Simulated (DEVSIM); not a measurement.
Structure: Pd/Si3N4/p-Si capacitor, at 400 K.

| layer (left to right) | material | thickness (nm) | Na (cm⁻³) |
|---|---|---|---|
| 1 | Si3N4 | 16.0 | - |
| 2 | Si | 780 | 5.4e17 |

Metal gate on the left, work function 5.2 eV. Fixed charge at the semiconductor interface 1.2e12 cm⁻² (in units of +e); no interface traps.

Constants are typed, rounded textbook-type inputs, not results; the design itself was drawn at random and stands for no fabricated device. Values at 300 K; Nc and Nv go as T^1.5, mobilities as T to minus their exponent, the gap by Varshni's rule with the affinity fixed.

| parameter | Si3N4 | Si |
|---|---|---|
| gap (eV) | 5.1 | 1.124 |
| affinity (eV) | 2.1 | 4.05 |
| permittivity | 7.5 | 11.7 |
| Nc (cm⁻³) | - | 2.86e19 |
| Nv (cm⁻³) | - | 3.1e19 |
| Varshni α (eV/K) | - | 0.000473 |
| Varshni β (K) | - | 636 |

Model (solved in DEVSIM): 1D Poisson equation in equilibrium, Boltzmann statistics, complete ionisation; no quantum confinement or tunnelling. Metal contacts follow the ideal Schottky-Mott rule: no Fermi-level pinning, no interface dipoles.

The temperature was swept, all else fixed.

```json
[
 {"temperature (K)": "250", "minimum of the low-frequency capacitance (μF/cm²)": "0.150", "flat-band voltage (V)": "-0.37"},
 {"temperature (K)": "300", "minimum of the low-frequency capacitance (μF/cm²)": "0.153", "flat-band voltage (V)": "-0.33"},
 {"temperature (K)": "350", "minimum of the low-frequency capacitance (μF/cm²)": "?", "flat-band voltage (V)": "-0.29"},
 {"temperature (K)": "400", "minimum of the low-frequency capacitance (μF/cm²)": "0.165", "flat-band voltage (V)": "-0.26"},
 {"temperature (K)": "450", "minimum of the low-frequency capacitance (μF/cm²)": "0.174", "flat-band voltage (V)": "-0.21"},
 {"temperature (K)": "500", "minimum of the low-frequency capacitance (μF/cm²)": "0.182", "flat-band voltage (V)": "-0.17"}
]
```

### Question
Fill in the missing entries.

### Answer

- 350, minimum of the low-frequency capacitance (μF/cm²): 0.161
